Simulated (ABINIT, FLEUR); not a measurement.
A FLEUR input for a self-consistent single point of ZrGa2 (Cmmm, 6 atoms in the cell) (DFT, PBEsol, all-electron FLAPW (FLEUR), scalar-relativistic valence):

Input of the input generator:

```
ZrGa2
&input film=f /
0.2948092166 -0.9555561343 0.0000000000
0.2948092166 0.9555561343 0.0000000000
0.0000000000 0.0000000000 0.6107063933
12.6436609302
1.0 1.0 1.0

6
40 0.3503800000 0.6496200000 0.5000000000
40 0.6496200000 0.3503800000 0.5000000000
31 0.0000000000 0.0000000000 0.5000000000
31 0.5000000000 0.5000000000 -0.0000000000
31 0.1781900000 0.8218100000 -0.0000000000
31 0.8218100000 0.1781900000 -0.0000000000

&comp jspins=1 /
&exco xctyp='PBEs' /
&kpt div1=5 div2=5 div3=5 /
&end /
```

```xml
<?xml version="1.0" encoding="UTF-8" standalone="no"?>
<fleurInput fleurInputVersion="0.39">
   <comment>
      ZrGa2                                                                                               
   </comment>
   <calculationSetup>
      <cutoffs Kmax="4.3" Gmax="15.0" GmaxXC="15.0" numbands="0"/>
      <scfLoop itmax="100" minDistance="0.00001" maxIterBroyd="15" imix="Anderson" alpha="0.05" precondParam="0.0" spinf="2.0"/>
      <coreElectrons ctail="T" frcor="F" kcrel="0" coretail_lmax="0"/>
      <xcFunctional name="PBEs" relativisticCorrections="F"/>
      <magnetism jspins="1"/>
      <soc l_soc="F" theta="0.0" phi="0.0" spav="F"/>
      <expertModes spex="0" secvar="F"/>
      <geometryOptimization l_f="T" forcealpha="1.0" forcemix="BFGS" epsdisp="0.00001" epsforce="0.00001"/>
      <ldaU l_linMix="F" mixParam="0.05" spinf="1.0"/>
   </calculationSetup>
   <cell>
      <bzIntegration valenceElectrons="76.0" mode="hist" fermiSmearingEnergy="0.00367493">
         <kPointListSelection listName="default-1"/>
         <!-- k-points included here -->
         <xi:include xmlns:xi="http://www.w3.org/2001/XInclude" href="kpts.xml"> </xi:include>
      </bzIntegration>
      <!-- symmetry operations included here -->
      <xi:include xmlns:xi="http://www.w3.org/2001/XInclude" href="sym.xml"> </xi:include>
      <bulkLattice scale="1.0">
         <bravaisMatrix>
            <row-1>    3.7274677737882889   -12.0817277618618526     0.0000000000000000</row-1>
            <row-2>    3.7274677737882889    12.0817277618618526     0.0000000000000000</row-2>
            <row-3>    0.0000000000000000     0.0000000000000000     7.7215645647905644</row-3>
         </bravaisMatrix>
      </bulkLattice>
   </cell>
   <atomSpecies>
      <species name="Zirconium (Zr)" element="Zr" atomicNumber="40">
         <mtSphere radius="2.42" gridPoints="853" logIncrement="0.015"/>
         <atomicCutoffs lmax="10" lnonsphr="8"/>
         <electronConfig flipSpins="F">
            <coreConfig>(1s1/2) (2s1/2) (2p1/2) (2p3/2) (3s1/2) (3p1/2) (3p3/2) (3d3/2) (3d5/2)</coreConfig>
            <valenceConfig>(4s1/2) (4p1/2) (4p3/2) (5s1/2) (4d3/2) (4d5/2)</valenceConfig>
            <stateOccupation state="(4d3/2)" spinUp="0.4" spinDown="0.4"/>
            <stateOccupation state="(4d5/2)" spinUp="0.6" spinDown="0.6"/>
         </electronConfig>
         <energyParameters s="5" p="5" d="4" f="4"/>
         <lo type="SCLO" l="0" n="4" eDeriv="0"/>
         <lo type="SCLO" l="1" n="4" eDeriv="0"/>
      </species>
      <species name="Gallium (Ga)" element="Ga" atomicNumber="31">
         <mtSphere radius="2.33" gridPoints="819" logIncrement="0.015"/>
         <atomicCutoffs lmax="10" lnonsphr="8"/>
         <electronConfig flipSpins="F">
            <coreConfig>(1s1/2) (2s1/2) (2p1/2) (2p3/2) (3s1/2) (3p1/2) (3p3/2)</coreConfig>
            <valenceConfig>(4s1/2) (3d3/2) (3d5/2) (4p1/2) (4p3/2)</valenceConfig>
            <stateOccupation state="(4p1/2)" spinUp="0.1666666666667" spinDown="0.1666666666667"/>
            <stateOccupation state="(4p3/2)" spinUp="0.3333333333333" spinDown="0.3333333333333"/>
         </electronConfig>
         <energyParameters s="4" p="4" d="3" f="4"/>
      </species>
   </atomSpecies>
   <atomGroups>
      <atomGroup species="Zirconium (Zr)">
         <relPos label="                   1">.3503800000 -.3503800000 1.000/2.000</relPos>
         <relPos label="                   2">-.3503800000 .3503800000 1.000/2.000</relPos>
         <force calculate="T" relaxXYZ="TTT"/>
      </atomGroup>
      <atomGroup species="Gallium (Ga)">
         <relPos label="                   3">.0000000000 .0000000000 1.000/2.000</relPos>
         <force calculate="T" relaxXYZ="TTT"/>
      </atomGroup>
      <atomGroup species="Gallium (Ga)">
         <relPos label="                   4">1.000/2.000 1.000/2.000 .0000000000</relPos>
         <force calculate="T" relaxXYZ="TTT"/>
      </atomGroup>
      <atomGroup species="Gallium (Ga)">
         <relPos label="                   5">.1781900000 -.1781900000 .0000000000</relPos>
         <relPos label="                   6">-.1781900000 .1781900000 .0000000000</relPos>
         <force calculate="T" relaxXYZ="TTT"/>
      </atomGroup>
   </atomGroups>
   <output dos="F" band="F" slice="F">
      <checks vchk="F" cdinf="F"/>
      <bandDOS minEnergy="-.5*Htr" maxEnergy="0.5*Htr" sigma="0.015" storeEVData="T"/>
      <vacuumDOS vacdos="F" integ="F" star="F" nstars="0" locx1="0.0" locy1="0.0" locx2="0.0" locy2="0.0" nstm="0" tworkf="0.0"/>
      <unfoldingBand unfoldBand="F" supercellX="1" supercellY="1" supercellZ="1"/>
      <plotting iplot="0" polar="F">
         <plot TwoD="T" vec1="  1.0  0.0  0.0" vec2="  0.0  1.0  0.0" vec3="  0.0  0.0  1.0" zero="  0.0  0.0  0.0" file="plot"/>
      </plotting>
      <chargeDensitySlicing numkpt="0" minEigenval="0.0" maxEigenval="0.0" nnne="0" pallst="F"/>
      <specialOutput eonly="F"/>
      <magneticCircularDichroism mcd="F" energyLo="-10.0" energyUp="0.0"/>
   </output>
  <!-- We include the file relax.xml here to enable relaxations (see documentation) -->
  <xi:include xmlns:xi="http://www.w3.org/2001/XInclude" href="relax.xml"> <xi:fallback/> </xi:include>
</fleurInput>
```

Task: Translate this input to ABINIT.

Result: This is the input that was run; spellings and numerical settings could be chosen otherwise.

```
# ZrGa2, JTH v2.0 PBE PAW
pp_dirpath "./"
pseudos "Zr.GGA_PBE-JTH.xml, Ga.GGA_PBE-JTH.xml"
acell 3*1.0
rprim
         3.7274677733  -12.0817277620    0.0000000000
         3.7274677733   12.0817277620    0.0000000000
         0.0000000000    0.0000000000    7.7215645644
natom 6
ntypat 2
znucl 40 31
typat 1 1 2 2 2 2
xred
         0.3503800000    0.6496200000    0.5000000000
         0.6496200000    0.3503800000    0.5000000000
         0.0000000000    0.0000000000    0.5000000000
         0.5000000000    0.5000000000    0.0000000000
         0.1781900000    0.8218100000    0.0000000000
         0.8218100000    0.1781900000    0.0000000000
ecut 20
pawecutdg 40
pawxcdev 0
ixc -116133
occopt 3
tsmear 0.00367493
nband 48
kptopt 1
ngkpt 5 5 5
nshiftk 1
shiftk 0 0 0
nstep 50
tolvrs 1.0e-11
prtwf 0
prtden 0
enunit 2
```

Basis settings and potentials, where a program has them, do not carry over. This input uses DFT, PBEsol, plane waves, PAW (JTH v2.0 PBE PAW, files made for PBE).

The starting cell comes from a database of computed structures (which also holds hypothetical and non-ambient phases and stackings), without a prior relaxation at this level. Its lattice was rescaled by a random factor within 2.5 % of one.
